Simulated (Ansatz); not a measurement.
SrTiO3: pressure series

Start from SrTiO3 in the cubic perovskite structure (space group Pm-3m, No. 221).

SrTiO₃ has the cubic space group Pm-3m (No. 221), the cubic perovskite structure, Pearson symbol cP5. Conventional cell: a = b = c = 3.936 Å, α = β = γ = 90.00°. Sr on 1a is surrounded by 12 O at 2.784 Å (cuboctahedral). Ti on 1b is coordinated by 6 O at 1.968 Å (octahedral). O on 3c has 2 Ti at 1.968 Å and 4 Sr at 2.784 Å (octahedral). (Neighbours: up to the widest gap in distance over summed covalent radii, below 1.35, at either atom; cation-cation and far metal-metal contacts left out.)

Cell and atoms are relaxed at each pressure.

Level of theory: DFT with PBE, PAW potentials and a 420 eV plane-wave cutoff in Ansatz (a quantum-chemistry and plane-wave program), no SOC, earlier PAW set.

| case | band gap | density | smallest direct gap |
|---|---|---|---|
| base | 1.85 eV | 4.99 g/cm³ | 2.20 eV |
| pressure −2 GPa | 1.82 eV | 4.93 g/cm³ | 2.18 eV |
| pressure −1 GPa | 1.83 eV | 4.97 g/cm³ | 2.19 eV |
| pressure 0.3 GPa | 1.85 eV | 5.00 g/cm³ | 2.20 eV |
| pressure 0.7 GPa | 1.85 eV | 5.01 g/cm³ | 2.20 eV |
| pressure 1.5 GPa | 1.86 eV | 5.04 g/cm³ | 2.21 eV |
| pressure 5 GPa | 1.90 eV | 5.13 g/cm³ | 2.23 eV |
| pressure 10 GPa | 1.95 eV | 5.26 g/cm³ | 2.26 eV |

Load acts through the strain it causes; cell and atoms are relaxed under it. Whether these cells are dynamically stable was not tested. Competing high-pressure phases were not computed. The final runs are not spin-polarised. Many cubic perovskites are stable only at high temperature; tilts and polar distortions were not tested.
